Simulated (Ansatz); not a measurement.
**Mg on the Al site (zinc-blende AlP host)**

All values below come from PBE, PAW (plane waves to 420 eV; Ansatz, a first-principles code). Cell: 64 sites, 2×2×2; final energies on a 2×2×2 shifted mesh. Site at the start: the Al site. Charged cells carry a point-charge image correction with potential alignment at far atoms. Dielectric constants: PBE linear response of the host. Host gap at this level: 1.63 eV. A cell of this size leaves errors of a few tenths of an eV. The semilocal functional narrows the gap, so deep levels can fall outside it. Spin–orbit coupling is left out. Each state is the lowest found from its start.

Formation energies E_f are given with the Fermi level at the valence-band maximum. Chemical conditions: Al-rich (Δμ(Al) = 0.00 eV, Δμ(Mg) = -0.035 eV, bounded by Mg17Al12 (I-43m); only phases computed here count, gases as isolated molecules at 0 K). Reference phases: Al: fcc Al, Mg: hcp Mg.

```json
[
 {"charge": "+1*", "moment (μB)": "not spin-polarised", "largest move off a lattice site (Å)": "0.13", "image correction with alignment (eV)": "–", "E_f, Al-rich (eV)": "–"},
 {"charge": "0†", "moment (μB)": "1.0", "largest move off a lattice site (Å)": "0.12", "image correction with alignment (eV)": "0.00", "E_f, Al-rich (eV)": "1.43"},
 {"charge": "−1", "moment (μB)": "not spin-polarised", "largest move off a lattice site (Å)": "0.11", "image correction with alignment (eV)": "0.15", "E_f, Al-rich (eV)": "1.56"}
]
```

* At this level the carrier isn't localised at the defect: at charge +1 holes occupy the valence band. Such a state is shallow or no state of the defect, and this cell gives it no level.

† Not settled in this cell, so no level is given: charge 0: a level filled in part, carriers not clearly localised.
